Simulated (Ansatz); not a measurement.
**Competing hops of interstitial H in zinc-blende BAs, charge state +1**

Consider interstitial H in zinc-blende BAs, charge state +1. Level of theory: PBE, PAW (plane waves to 420 eV; Ansatz, an electronic-structure program).

Settings: 64 host sites, the relaxed PBE lattice, one k-point at (0.250, 0.250, 0.250), smearing 0.01 eV, spin-restricted, no image-charge correction. Energies are static. The charge state is imposed; whether it is stable for some Fermi level was not computed. Sites that were not tried may lie lower.

Barriers: single points on a 2×2×2 k-point mesh shifted by half a step at the bands' geometries (they differ from the bands' own by up to 0.15 eV, and are uncertain by about as much).

```json
[
 {"Route": "several atoms move together, H the farthest", "Start site over the lowest site run (eV)": "0.00", "Hop (Å)": "1.72", "Forward barrier (eV)": "0.12", "Backward barrier (eV)": "0.12", "Neighbours at the start": "As at 1.67; B at 1.26 Å", "Neighbours at the saddle": "2 As at 1.87; B at 1.24 Å", "Saddle order": "not checked, on a symmetry element", "Forward, on the band's own sampling (eV)": "0.28"}
]
```

Paths come from climbing-image nudged elastic band runs.  A band can be held on a symmetry element, so unchecked saddle points there may be too high. A further band (several atoms move together, H the farthest, 2.93 Å) gave 0.73 eV forward on its own sampling, 0.73 eV above the lowest site run, but a shoulder points to a second hump between its images, so it is not taken as a result. 1 more band(s) gave no usable saddle point.
